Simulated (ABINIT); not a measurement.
## Convergence study of shifted k-point meshes for Pb (Fm-3m, 1 atom in the cell)

```
CELL_PARAMETERS angstrom
      0.00000     2.46758     2.46758
      2.46758     0.00000     2.46758
      2.46758     2.46758     0.00000
ATOMIC_POSITIONS crystal
  Pb 0.00000 0.00000 0.00000
```

Computed with PBE, norm-conserving pseudopotentials (PseudoDojo nc-sr-05 PBE standard) (plane waves; ABINIT).

Base settings: pseudos = [Pb.upf]; ecut = 844 eV; ixc = 11; occopt = 7; tsmear = 0.1 eV; ngkpt = 8 8 8; nshiftk = 1; shiftk = 0 0 0; potentials = PseudoDojo nc-sr-05 PBE standard; nband = 12.

In this ladder: shiftk = 0.5 0.5 0.5.

Only quantities that move along the ladder and can be compared are tabulated.

The count of work is k-points × plane waves × bands × iterations; it is no time. Core times come from one kind of shared machine, to one figure; runs under 30 s give none.

The starting cell has typed, rounded lattice constants, without a prior relaxation at this level. Its lattice was rescaled by up to half a per cent.

Steps (ngkpt): 2 2 2; 3 3 3; 4 4 4; 5 5 5; 6 6 6; 7 7 7; 8 8 8; 10 10 10; 12 12 12; 15 15 15; 16 16 16; 20 20 20; 25 25 25.

Task: What is the coarsest ngkpt that holds the free energy within 1 meV/atom of the last step, with all finer ones?

Result: 20 20 20, at about 0.4 of the last step's time; the step before is off by 1.3 meV/atom.

Task: What is the coarsest ngkpt that holds the pressure within 0.2 GPa of the last step, with all finer ones?

Result: 6 6 6, at 0.019 of the last step's count of work; the step before is off by 0.48 GPa.

| ngkpt | free energy less the last step's (meV/atom) | pressure (GPa) | count of work / last | core time / last (rough) |
|---|---|---|---|---|
| 2 2 2 | 325.33 | 5.56 | 0.0013 | – |
| 3 3 3 | 204.88 | 4.16 | 0.0040 | – |
| 4 4 4 | 65.35 | 2.92 | 0.0068 | – |
| 5 5 5 | 19.87 | 3.24 | 0.013 | – |
| 6 6 6 | -5.27 | 2.87 | 0.019 | – |
| 7 7 7 | -7.52 | 2.70 | 0.030 | – |
| 8 8 8 | 2.36 | 2.58 | 0.041 | – |
| 10 10 10 | 5.84 | 2.75 | 0.075 | 0.07 |
| 12 12 12 | -2.11 | 2.80 | 0.12 | 0.1 |
| 15 15 15 | 2.00 | 2.69 | 0.23 | 0.2 |
| 16 16 16 | 1.34 | 2.74 | 0.28 | 0.3 |
| 20 20 20 | -0.12 | 2.73 | 0.52 | 0.4 |
| 25 25 25 | 0.00 | 2.76 | 1.0 | 1 |
